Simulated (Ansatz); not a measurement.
Take ZnO (space group P4_2/mnm, No. 136; a = 5.516 Å, c = 3.240 Å; a cell from a computed database, its experimental status unchecked) as the base. Axes: x, y, z lie along a, b, c of the conventional cell.

It is then changed as follows: strain tensor (xx, yy, zz, yz, xz, xy) = (−1.17, +1.87, +0.77, −0.08, +0.28, +0.97) %, atoms relaxed at fixed cell.

Levels (all Ansatz, a program for electronic structure, PAW): PBEsol (420 eV, without spin-orbit coupling); r2SCAN (500 eV, without spin-orbit coupling); HSE06 (420 eV, scalar-relativistic without spin-orbit coupling).

One geometry, relaxed with PBEsol, under each level:

| level | band gap | lowest conduction level above the VBM at special points | pressure |
|---|---|---|---|
| PBEsol | 0.70 eV | Γ 0.70 eV; Y 3.10 eV; Z 3.13 eV; T₂ 4.17 eV | -2.12 GPa |
| r2SCAN | 1.19 eV | Γ 1.19 eV; Y 3.60 eV; Z 3.63 eV; T₂ 4.75 eV | -1.89 GPa |
| HSE06 | … | … | – |

Problem. Give the withheld HSE06 results.

Solution. 
- HSE06, band gap: 2.51 eV
- HSE06, lowest conduction level above the VBM at special points: Γ 2.51 eV; Y 4.95 eV; Z 4.99 eV

Single points use the geometry relaxed with PBEsol. Their cutoffs differ, which shifts pressures a little. Stability against distortions was not tested. This is not the structure that ZnO has at room temperature and ambient pressure. k-point labels follow each cell's own Brillouin zone.
